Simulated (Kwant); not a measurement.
Model system: wire with a side stub in a GaAs two-dimensional gas. Effective mass 0.067 mₑ, grid spacing 4.2 nm, hard walls, nominal width 100 nm (23 grid rows, so walls 100.8 nm apart), one parabolic valley, scattering region 300 nm long along x; energies count from the band bottom; Fermi energy swept from 0.00044899 to 0.0053318 eV. Closed stub on one side, 88 nm wide and 110 nm deep.

The device is made up for the run: typed textbook-type constants, with dimensions and the other settings drawn at random.

Kwant, effective-mass tight-binding model on a square grid, one spin, coherent transport at 0 K. Conductance is in e²/h.

**Question.** How many channels do the leads carry at E = 1.84, 4.10, 4.22 meV?

**Answer.** The hard-wall thresholds are n² ħ²π²/(2mW²) = n² × 0.552 meV with W = 100.8 nm. √(1.84/0.552) = 1.83, so 1. √(4.10/0.552) = 2.72, so 2. √(4.22/0.552) = 2.77, so 2.
